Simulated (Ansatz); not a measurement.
The parent structure is AlNi in the CsCl type structure (space group Pm-3m, No. 221; a = 2.8927 Å; non-magnetic).

All numbers come from PBE (Ansatz, an electronic-structure program; PAW; 420 eV plane waves; no spin-orbit coupling), earlier PAW set.

```csv
level,lattice parameter a
PBE,2.893 Å
```

Q: From these computed values, estimate the measured ones, and say how each level misses.

A: Measured: lattice parameter a 2.882 Å (static lattice; corrected from measurement; as listed in H. Levämäki et al., Physical Review B (2014)). Computed minus measured — lattice parameter a: PBE +0.4 %.

Whether these cells are dynamically stable was not tested. Seeded moments were not kept for the base. The final runs are not spin-polarised.
